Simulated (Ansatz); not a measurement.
Structures of equal composition on the (0001) surface of hcp Ti: clean 1x1; top plane shifted to the other hollow. The slabs share one bottom face, and each structure is named by its start. These are constructed structures in small cells; real faces may alloy, dewet or reconstruct in larger ones, and not all known structures of the face are among them. Slabs of about 12 Å with all that they carry, Fermi-Dirac smearing of 0.1 eV. Bottom of the slabs: a bare face, its two planes held. Relaxed from the named starts with such symmetry as they have, on meshes of like density; energies extrapolated to zero smearing; no spin-orbit coupling, no U. Spin-polarised runs, if any, are marked in brackets, and their order is one that fits the cell; the others ran without spin.

Computed with PBE (plane waves to 420 eV, PAW; Ansatz, a first-principles code).

Q: Put the candidates in order of energy per 1x1 cell, lowest first, for PBE.

A: clean 1x1 (0.000 eV), top plane shifted to the other hollow (0.058 eV)
